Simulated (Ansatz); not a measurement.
## MoTe2: uniaxial stress, 3 GPa compression along z

Consider MoTe2 in the 2H-MoS2 type structure (space group P6_3/mmc, No. 194; a = 3.5419 Å, c = 14.1820 Å; layered, stacked along the Cartesian z axis). Axes: x lies along a and z along c of the hexagonal cell.

Perturbation: uniaxial stress, 3 GPa compression along z; all other stress components relax to zero.

Level of theory: r2SCAN+rVV10 (Ansatz, a first-principles code; PAW; 500 eV plane waves; spin-orbit coupling left out), earlier PAW set. k-mesh 11×11×3 (Γ-centred); smearing 0.05 eV (Fermi–Dirac).

The shortest interatomic distance falls by 0.0044 Å to 2.716 Å and the energy grows by 10 meV/atom. The band gap shrinks by 0.29 eV, from 0.87 eV to 0.58 eV and the gap character stays indirect, Γ → K–Γ (40 % along). The smallest direct gap drops by 0.09 eV (1.09 eV → 1.00 eV) and the width of the top valence band goes up by 0.24 eV (1.07 eV → 1.31 eV). The valence-band top at Γ (three highest levels, from the VBM) goes from 0.00, -0.50, -0.98 eV to 0.00, -0.12, -1.18 eV and the strain response (xx, yy, zz) is (+0.50, +0.50, −4.83) %. The secant Young's modulus along z amounts to 62 GPa and the mean lateral Poisson ratio comes out as 0.10.

Final structure:

```
MoTe2
1.0
    3.55948     0.00000     0.00000
   -1.77974     3.08260     0.00000
    0.00000     0.00000    13.49705
Mo Te
2 4
Direct
  0.33333   0.66667   0.75000
  0.66667   0.33333   0.25000
  0.33333   0.66667   0.11841
  0.66667   0.33333   0.61841
  0.66667   0.33333   0.88159
  0.33333   0.66667   0.38159
```

Spin-orbit coupling, missing from the scalar runs, can matter with Te. Beyond what the load breaks, stability against distortions was not tested.
